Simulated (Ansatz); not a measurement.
Take InAs in the zinc blende structure (space group F-43m, No. 216; a = 6.110 Å) as the base. Axes: x, y, z lie along the cube axes.

The values are results of Ansatz (a program for electronic structure) r2SCAN, scalar-relativistic without spin-orbit coupling, not measurements.

Modification: uniaxial strain ε_zz = −1.50 %, all other strain components held at zero; the atoms relax in the strained cell.

Task: Predict the stress tensor and what it implies for the stiffness.

Result: Stress of the strained cell less that of the base (GPa, compression positive):
```
   0.71    0.00    0.00
   0.00    0.71    0.00
   0.00    0.00    1.25
```

Then −Δσ_ii/ε with ε = -0.0150 gives secant stiffness values (nonlinear terms included at this strain): C33 ≈ 83 GPa, C13 ≈ 47 GPa and C23 ≈ 47 GPa.

Stability against distortions was not tested.
